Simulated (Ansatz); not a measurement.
ZrAl3 (I4/mmm, No. 139) was calculated with PBEsol in Ansatz (PAW).

Input file:

Ansatz 0.2 input:
```yaml
crystal:
  lattice:
    - [-1.9794537231, 1.9794537231, 8.5294520707]
    - [1.9794537231, -1.9794537231, 8.5294520707]
    - [1.9794537231, 1.9794537231, -8.5294520707]
  atoms:
    - { symbol: Zr, position: [0.1187360464, 0.1187360464, 0.0] }
    - { symbol: Zr, position: [0.8812639536, 0.8812639536, 0.0] }
    - { symbol: Al, position: [0.5, 0.0, 0.5] }
    - { symbol: Al, position: [0.0, 0.5, 0.5] }
    - { symbol: Al, position: [0.75, 0.25, 0.5] }
    - { symbol: Al, position: [0.25, 0.75, 0.5] }
    - { symbol: Al, position: [0.3746963752, 0.3746963752, 0.0] }
    - { symbol: Al, position: [0.6253036248, 0.6253036248, 0.0] }
basis:
  ecutwfc: 520
  ecutrho_ratio: 4
  xc_grid: 2
kpoints:
  mp_grid: { grid: [20, 20, 20] }
hamiltonian:
  xc: pbesol
  dispersion: none
  pseudopotentials: { kind: paw }
scf:
  occupations: { method: fermi_dirac, width: 0.05 }
output:
  forces: true
  stress: true
  eigenvalues: true
relax:
  f_tol: 0.004
  escape_saddle: false
  max_steps: 80
  cell: { stress_tol: 0.02, fix: [volume] }
```

Output (set-up and result lines):

```
Relaxation: its limit of steps is 80 (relax.max_steps)
Crystal: 8 atoms, lattice volume = 133.682 Å³
Basis set: ecut = 520 eV, 3663 PW (Γ), FFT grids on a1+a3, a2+a3, a3, exchange–correlation on 60×60×144 points (8 copies of the dense FFT grid, shifted against one another)
Bands: 29, of which v1, the nominal top of the filled ones, is band 21 counted from 1 (20 counted from 0)
Symmetry: 16 space group operations
Space group: I4/mmm (ITA 139), of the structure as read, at distance tolerance 5.1e-5 Å
k-points: 641 of 8000
Functional: x = pbesol(κ = 0.804, μ = 0.12345679012345678), c = pbesol(β = 0.046)
SCF iter   1: F=—  HF=-11408.571174 eV  |F-HF|=—  |Δ(HF+E_count)|=         —  Δρ=2.82e-3  dr2=2.57e-2
SCF iter   2: F=—  HF=-11408.567222 eV  |F-HF|=—  |Δ(HF+E_count)|=   3.95e-3  Δρ=1.66e-3  dr2=7.86e-3
  ...
SCF 1 converged in 6 iterations: F = -11408.565199 eV  dr2 = 4.75e-9
Crystal: 8 atoms, lattice volume = 133.682 Å³
Initial density: handed on by an earlier stage of this run
SCF 2 converged in 5 iterations: F = -11408.564923 eV  dr2 = 2.59e-9
Crystal: 8 atoms, lattice volume = 133.682 Å³
SCF 3 converged in 7 iterations: F = -11408.565278 eV  dr2 = 2.33e-12
Crystal: 8 atoms, lattice volume = 133.682 Å³
SCF iter   3: F=—  HF=-11408.565278 eV  |F-HF|=—  |Δ(HF+E_count)|=   1.49e-9  Δρ=7.56e-7  dr2=5.99e-11
SCF iter   4: F=-11408.565278 eV  HF=-11408.565278 eV  |F-HF|=1.82e-12  |Δ(HF+E_count)|=  8.97e-10  Δρ=2.91e-8  dr2=2.13e-12
SCF 4 converged in 4 iterations: F = -11408.565278 eV  dr2 = 2.13e-12
SCF converged after 4 iterations
Free energy (F): -11408.565278 eV
Internal energy: -11408.548366 eV  (E = F + TS)
E sigma→0 (E₀):  -11408.556822 eV
Fermi energy:    10.697246 eV
--- Stress (GPa, compression-positive) ---
        2.287522       0.000000       0.000000
        0.000000       2.287522       0.000000
        0.000000       0.000000       2.271645
  P = ⅓ Tr σ = 2.2822 GPa (22.822 kbar)
```

The cell is one volume of an energy–volume scan, off the minimum.

The PAW data were made under PBE.

Ansatz is an electronic-structure program.
